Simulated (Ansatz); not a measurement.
Effect of x(Cu) = 0.5, 4 atoms, Pmmn on Au

Consider Au in the fcc (Cu type) structure (space group Fm-3m, No. 225; a = 4.124 Å).

The other end (x = 1) is Cu in the fcc (Cu type) structure (space group Fm-3m, No. 225): 11.44 Å³/atom, gap zero.

The change: a fraction x = 0.5 of the Au sites is given to Cu, ordered in a cell of 4 atoms (starting symmetry Pmmn) and fully relaxed.

Calculations: Ansatz (a quantum-chemistry and plane-wave program) r2SCAN, no spin-orbit coupling. Settings: 16×13×8 k-points, 0.05 eV Fermi–Dirac smearing, for the changed cell.

* **Volume per atom**: 14.66 Å³ (base 17.54 Å³)
* **Shortest interatomic distance**: 2.551 Å (base 2.916 Å)
* **Band gap**: zero (base zero)
* **Mixing energy**: -0.03 eV/atom (to 0.01 eV only: unlike meshes or grids)
* **Deviation of the volume from the linear (Vegard-type) interpolation**: +1.2 %

Each cell is one ordered arrangement of few atoms, which overstates ordering effects compared with a random alloy. Stability against distortions was not tested. The final runs are not spin-polarised. Under x(Cu) = 0.5, 4 atoms, Pmmn the cell changed shape so far that it is another structure.
